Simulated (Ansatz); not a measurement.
# Rh, response to strain

Consider Rh in the fcc (Cu type) structure (space group Fm-3m, No. 225; a = 3.8015 Å; relaxed with 0.1 eV smearing). Axes: x, y, z lie along the cube axes.

Strains are applied to the cell and any free atomic positions relax; under biaxial strain the out-of-plane vector relaxes too.

Method: Ansatz (a first-principles code) r2SCAN, spin-orbit coupling left out.

```tsv
biaxial strain, plane normal [001], relaxed out of plane (%)	out-of-plane strain (%)
0	0.00
0.5	-0.45
1	?
1.5	-1.34
2	-1.78
2.5	-2.23
3	-2.67
```

### Question
Fit ε⊥ = −νε + γε² (strains in %) to the rows shown and predict the withheld row.

### Answer
Least squares on the printed values gives ν = 0.90 (the biaxial Poisson response) and γ = 0.002 (largest residual 0.00 %); this predicts -0.89 %, and the run gives -0.89 %, in agreement.

Stability against distortions was not tested. The final runs are not spin-polarised. Rh lies near a magnetic instability that expansion can trigger; it was not tested.
